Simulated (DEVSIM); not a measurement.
Structure: Au/SiO2/p-Ge capacitor, at 300 K.

Layer 1 from the left is SiO2, thickness (nm) 19.0. Layer 2 from the left is Ge, thickness (nm) 370, Na (cm⁻³) 2.6e18.

Metal gate on the left, work function 5.1 eV. Fixed charge at the semiconductor interface 5.7e11 cm⁻² (in units of +e); no interface traps.

This is a model device: material constants are rounded textbook-type values typed into the input, and sizes, dopings and lifetimes were drawn at random. Values at 300 K.

SiO2: gap (eV) 9, affinity (eV) 0.9, permittivity 3.9. Ge: gap (eV) 0.664, affinity (eV) 4, permittivity 16, Nc (cm⁻³) 1.04e19, Nv (cm⁻³) 6e18.

Model (solved in DEVSIM): 1D Poisson equation in equilibrium, Boltzmann statistics, complete ionisation; no quantum confinement or tunnelling. Metal contacts follow the ideal Schottky-Mott rule: no Fermi-level pinning, no interface dipoles.

Problem. What does the simulation give for the minimum of the low-frequency capacitance, the flat-band voltage?

Solution. minimum of the low-frequency capacitance 0.148 μF/cm²; flat-band voltage -0.04 V.
